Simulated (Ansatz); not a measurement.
CeO2: point defects

Base system: a 12-atom supercell of CeO$_{2}$ in the fluorite structure (space group Fm-3m, No. 225) at its relaxed geometry.

```xyz
12
Lattice="-5.3986 0.0000 0.0000 0.0000 0.0000 5.3986 0.0000 5.3986 0.0000" Properties=species:S:1:pos:R:3 pbc="T T T"
Ce     0.0000     0.0000     0.0000
Ce    -2.6993     2.6993     0.0000
Ce    -2.6993     0.0000     2.6993
Ce     0.0000     2.6993     2.6993
O     -4.0489     1.3496     1.3496
O     -1.3496     4.0489     1.3496
O     -1.3496     1.3496     4.0489
O     -4.0489     4.0489     4.0489
O     -1.3496     4.0489     4.0489
O     -4.0489     1.3496     4.0489
O     -4.0489     4.0489     1.3496
O     -1.3496     1.3496     1.3496
```

One neutral defect a cell, atoms relaxed at fixed cell.

Method: PBEsol (Ansatz, a program for electronic structure; PAW; 420 eV plane waves; no spin-orbit coupling), earlier PAW set.

| variant | pressure | largest displacement of a host atom from its site in the perfect cell |
|---|---|---|
| perfect supercell | 0.0 GPa | – |
| Li interstitial (started 2.34 Å from the nearest host atom), symmetric start | 7.5 GPa | 0.05 Å |
| La on a Ce site, symmetric start | 6.6 GPa | 0.06 Å |
| Ba on a Ce site, symmetric start | 12.6 GPa | 0.12 Å |
| H interstitial (started 2.11 Å from the nearest host atom), symmetric start | 1.1 GPa | 0.02 Å |

Other magnetic orders, which the real material may have, were not ruled out. Open 4f shells without U are poorly described, and the f state was not checked. The cell is small, so the values are those of an ordered compound at a high defect concentration; dilute-limit values will differ. A case with no gap was solved on a k-mesh chosen for an insulator, which is coarse for it. The defect started on the symmetric site and kept its symmetry, so it may sit on a saddle. Starting moments died away, wholly or in part, for the base, La on a Ce site and Ba on a Ce site; another magnetic solution may exist. No Hubbard U is applied, and correlation can decide whether such a compound is a metal. Spin-polarised in the final run: Li interstitial (started 2.34 Å from the nearest host atom), La on a Ce site, Ba on a Ce site and H interstitial (started 2.11 Å from the nearest host atom); the other runs are not.
